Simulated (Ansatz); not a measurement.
Worked example: zone-centre phonon calculation of TaBe2 (Fd-3m, 6 atoms in the cell) in Ansatz (a quantum-chemistry and plane-wave program).

Method of the run: LDA (PW92), default PAW files made with PBE (plane waves; Ansatz).

```yaml
crystal:
  lattice:
    - [0.00000, 3.24610, 3.24610]
    - [3.24610, 0.00000, 3.24610]
    - [3.24610, 3.24610, 0.00000]
  atoms:
    - { symbol: Ta, position: [0.75000, 0.75000, 0.75000] }
    - { symbol: Ta, position: [0.50000, 0.50000, 0.50000] }
    - { symbol: Be, position: [0.12500, 0.62500, 0.12500] }
    - { symbol: Be, position: [0.12500, 0.12500, 0.12500] }
    - { symbol: Be, position: [0.62500, 0.12500, 0.12500] }
    - { symbol: Be, position: [0.12500, 0.12500, 0.62500] }
```

Reference input (self-consistent single point, DFT, LDA (PW92), plane waves, default PAW files made with PBE): basis.ecutwfc = 30.9 Ry; kpoints.mp_grid.grid = 9 9 9; hamiltonian.xc = lda; hamiltonian.pseudopotentials = {kind: paw} (the program's default PAW files); scf.occupations.method = fermi_dirac; scf.occupations.width = 0.0073 Ry. This run's input differs from it in these lines:

Ansatz 0.2 input:
```diff
@@ -21,7 +21,5 @@
 scf:
-  occupations: { method: fermi_dirac, width: 0.0073 Ry }
-output:
-  forces: true
-  eigenvalues: true
-  stress: true
+  occupations: { method: fermi_dirac, width: 0.0147 Ry }
+phonons:
+  method: dfpt
```

Log, with long lists cut:

```
SCF iter   1: F=—  HF=-19719.395451 eV  |F-HF|=—  |Δ(HF+E_count)|=         —  Δρ=6.20e-3  dr2=4.32e-2  ethr=1.77e-3  ⟨swp⟩=5.0  Hψ=23367  notcnv=0
all-band conjugate gradients solve this SCF's bands
preconditioner: auto → Kerker (q_TF=auto, 2.428 Å⁻¹)
SCF iter   2: F=—  HF=-19719.389107 eV  |F-HF|=—  |Δ(HF+E_count)|=   6.34e-3  Δρ=3.18e-3  dr2=8.56e-3  ethr=1.27e-4  ⟨swp⟩=1.0  Hψ=6560  notcnv=0
   [... lines left out ...]
SCF iter   5: F=—  HF=-19719.387343 eV  |F-HF|=—  |Δ(HF+E_count)|=   8.62e-7  Δρ=1.63e-5  dr2=4.31e-7  ethr=2.36e-8  ⟨swp⟩=2.0  Hψ=6358  notcnv=0
SCF iter   6: F=—  HF=-19719.387343 eV  |F-HF|=—  |Δ(HF+E_count)|=   5.92e-7  Δρ=2.66e-6  dr2=1.25e-8  ethr=1.27e-9  ⟨swp⟩=2.1  Hψ=6190  notcnv=0
SCF iter   7: F=—  HF=-19719.387343 eV  |F-HF|=—  |Δ(HF+E_count)|=   2.11e-9  Δρ=3.12e-7  dr2=1.40e-10  ethr=3.67e-11  ⟨swp⟩=2.0  Hψ=6704  notcnv=0
SCF iter   8: F=-19719.387343 eV  HF=-19719.387343 eV  |F-HF|=3.64e-12  |Δ(HF+E_count)|=  3.64e-11  Δρ=3.80e-8  dr2=1.44e-12  ethr=1.00e-12  ⟨swp⟩=6.0  Hψ=20240  notcnv=0
SCF 1 converged in 8 iterations: F = -19719.387343 eV  dr2 = 1.44e-12
DFPT response loops at Γ: preconditioner auto → Kerker (q_TF=auto, 2.428 Å⁻¹) (partly filled bands, converged f_vac=0.000) …
Free energy (F): -19719.387343 eV
Internal energy: -19718.899764 eV  (E = F + TS)
E sigma→0 (E₀):  -19719.143554 eV
Entropy (-TS):   -0.487579 eV (-81.263 meV/atom)
Fermi energy:    12.704549 eV
--- Phonons (Γ-DFPT): 2 representative perturbations + reference, on 205 of 729 k-points (Σ response iterations 6) ---
  k mesh reduced under 2 symmetry operations, with k and −k counted as one. Each operation leaves every solved perturbation unchanged …
  ASR residual: 7.635e-4 → 0.000e0 eV/Å²; symmetrization residual: 3.710e-7 eV/Å²
  ASR residual per site (eV/Å²): 7.63e-4 7.63e-4 8.76e-6 8.76e-6 8.76e-6 8.76e-6
  Γ frequencies (cm⁻¹): 0.00 0.00 0.00 155.62 155.62 155.62 338.42 338.42 338.42 427.37 427.37 427.37 488.32 488.32 514.80 514.80 514.80 600.40
  non-analytic LO–TO correction: not included (Born effective charges unavailable; polar crystals: no LO–TO splitting at Γ)
```

The run converged in 8 iterations. 

Summary of the result:
```
Quantity                                                                                                                               Value
--------------------------------------------------------  ----------------------------------------------------------------------------------
Free energy E − TS (on the zero of these files)                                                                               -19719.3873 eV
Fermi level (on the code's own zero)                                                                                                12.70 eV
Zone-centre frequencies (cm⁻¹; negative means imaginary)  0, 0, 0, 156, 156, 156, 338, 338, 338, 427, 427, 427, 488, 488, 515, 515, 515, 600
```

The starting cell comes from a database of computed structures (which also holds hypothetical and non-ambient phases and stackings), without a prior relaxation at this level. Its lattice was rescaled by up to half a per cent. Spin polarisation is off.

Cost on one core of a shared machine: roughly 80 s.
